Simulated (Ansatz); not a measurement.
AlB2-type HfB2 was calculated with revPBE (Ansatz, an electronic-structure program, plane waves, PAW).

Numerical settings: plane-wave cutoff 520 eV, 24×24×16 k mesh (along the axes of the cell as run), Fermi–Dirac smearing 0.05 eV, scalar-relativistic PAW data made under PBE.

Response to compression and expansion:

Shape and atoms are relaxed at each volume.

```csv
V (Å³/atom),P (GPa),c (Å),a (Å)
9.682,10.62,3.447,3.119
9.884,5.05,3.475,3.139
10.086,0.00,3.502,3.158
10.288,-4.57,3.530,3.177
10.489,-8.72,3.558,3.196
```

Note: the bulk modulus comes from volumes at which shape and atoms were relaxed.
